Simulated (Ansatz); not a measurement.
Here is the system:

End structure of the (31-42) surface of hcp Sc in its 1x1 cell, outermost plane spacing 0.51 Å in the ideal cut:

```yaml
crystal:
  lattice:
    - [7.72945, 0.00000, 0.00000]
    - [-0.82590, 8.37160, 0.00000]
    - [0.00000, 0.00000, 26.50000]
  atoms:
    - { symbol: Sc, position: [0.29219, 0.46263, 0.31068] }
    - { symbol: Sc, position: [0.46605, 0.81164, 0.32852] }
    - { symbol: Sc, position: [0.04859, 0.74763, 0.33520] }
    - { symbol: Sc, position: [0.22251, 0.10718, 0.35592] }
    - { symbol: Sc, position: [0.80702, 0.04573, 0.36351] }
    - { symbol: Sc, position: [0.98068, 0.40212, 0.38420] }
    - { symbol: Sc, position: [0.55182, 0.33478, 0.39080] }
    - { symbol: Sc, position: [0.72451, 0.69571, 0.41052] }
    - { symbol: Sc, position: [0.30592, 0.62100, 0.41832] }
    - { symbol: Sc, position: [0.48305, 0.98119, 0.43659] }
    - { symbol: Sc, position: [0.06128, 0.91095, 0.44613] }
    - { symbol: Sc, position: [0.23406, 0.26732, 0.46582] }
    - { symbol: Sc, position: [0.81661, 0.20202, 0.47479] }
    - { symbol: Sc, position: [0.98614, 0.56001, 0.49505] }
    - { symbol: Sc, position: [0.57268, 0.49041, 0.50495] }
    - { symbol: Sc, position: [0.74220, 0.84839, 0.52521] }
    - { symbol: Sc, position: [0.32475, 0.78309, 0.53418] }
    - { symbol: Sc, position: [0.49753, 0.13946, 0.55387] }
    - { symbol: Sc, position: [0.07576, 0.06922, 0.56341] }
    - { symbol: Sc, position: [0.25289, 0.42941, 0.58168] }
    - { symbol: Sc, position: [0.83430, 0.35470, 0.58948] }
    - { symbol: Sc, position: [0.00699, 0.71563, 0.60920] }
    - { symbol: Sc, position: [0.57814, 0.64829, 0.61580] }
    - { symbol: Sc, position: [0.75179, 0.00468, 0.63649] }
    - { symbol: Sc, position: [0.33630, 0.94323, 0.64408] }
    - { symbol: Sc, position: [0.51022, 0.30278, 0.66480] }
    - { symbol: Sc, position: [0.09276, 0.23877, 0.67148] }
    - { symbol: Sc, position: [0.26662, 0.58778, 0.68932] }
```

Model: 28-atom slab, 10.4 Å thick at the start (thin: gaps and levels are the slab's own), 5x5x1 mesh, Fermi-Dirac 0.1 eV, dipole correction, all atoms relaxed; start symmetry kept, larger cells not searched; no spin, no spin-orbit, no U.

Question: What surface energy (mean of both faces) does PBE run with Ansatz (a program for electronic structure) give?

Answer: 1.36 J/m²

Question: What is the computed work function of the top face (PBE)?

Answer: 3.23 eV
